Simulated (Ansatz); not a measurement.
The parent structure is CuI in the zinc blende structure (space group F-43m, No. 216).

```xyz
2
Lattice="0.0000 3.0114 3.0114 3.0114 0.0000 3.0114 3.0114 3.0114 0.0000" Properties=species:S:1:pos:R:3 pbc="T T T"
Cu     0.0000     0.0000     0.0000
I      1.5057     1.5057     1.5057
```

Cartesian axes are those of the cell as printed.

All numbers come from r2SCAN, PAW, 500 eV (Ansatz, an electronic-structure program; scalar-relativistic without spin-orbit coupling).

For the base:

The band gap is 1.67 eV.

The change: tensor shear ε_xy = +0.86 % (engineering shear γ = 0.0172), atoms relaxed at fixed cell.

Task: What does the calculation give for the energy relative to the base, band gap and largest internal atomic displacement after the change?

Result: The energy goes up by 0.6 meV/atom; the band gap falls by 0.01 eV, from 1.67 eV to 1.66 eV; the largest internal atomic displacement comes out as 0.012 Å.

With I present, leaving out spin-orbit coupling can change the band edges. The cells carry an imposed strain or load. Stability against distortions was not tested. All final runs are without spin polarisation.
